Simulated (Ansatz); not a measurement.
System: C11b MoSi2. Method: PBE-D3(BJ) in Ansatz (plane waves, PAW).

Run with plane-wave cutoff 520 eV, 24×24×24 k mesh, Fermi–Dirac smearing 0.05 eV, no spin polarisation, scalar-relativistic PAW data made under PBE.

Shape and atoms are relaxed at each volume.

Pressure at four volumes; x = ln(V/13.127 Å³). One pressure is withheld.

```tsv
V (Å³/atom)	x	P (GPa)
12.602	-0.0408	9.88
13.127	0.0000	0.00
13.390	0.0198	-4.19
13.652	0.0392	?
```

Q: Pass a parabola P(x) through the three rows shown, estimate the bulk modulus and its pressure derivative near zero pressure, and predict the withheld pressure.

A: Slopes between the rows: (0.00 − (9.88))/(0.0000 − (-0.0408)) = -242.16 and (-4.19 − (0.00))/(0.0198 − (0.0000)) = -211.62 GPa. Their difference over the span 0.0606 is c = 30.54/0.0606 = 504.0 GPa, so P(x) = 9.88 + (-242.16)(x − (-0.0408)) + 504.0 (x − (-0.0408))(x − (0.0000)). At the middle row B = −dP/dx = −[-242.16 + 504.0 × 0.0408] = 221.6 GPa, and B′ = dB/dP = 2c/B = 4.5. At x = 0.0392 the parabola gives -7.91 GPa; the run gives -7.95 GPa. The Birch–Murnaghan fit to the energies at all volumes has B0 = 221 GPa and B′ = 4.4.

Measured, for comparison: bulk modulus 222 ± 2 GPa (room temperature, not corrected to a static lattice, B' = 4; as tabulated in Structural stability of MoSi2 and Mo5Si3 under high pressure, Chin. Phys. B 26 …). Computed less measured: bulk modulus -0.5 % (inside the measured uncertainty).

Ansatz is a program for electronic structure.
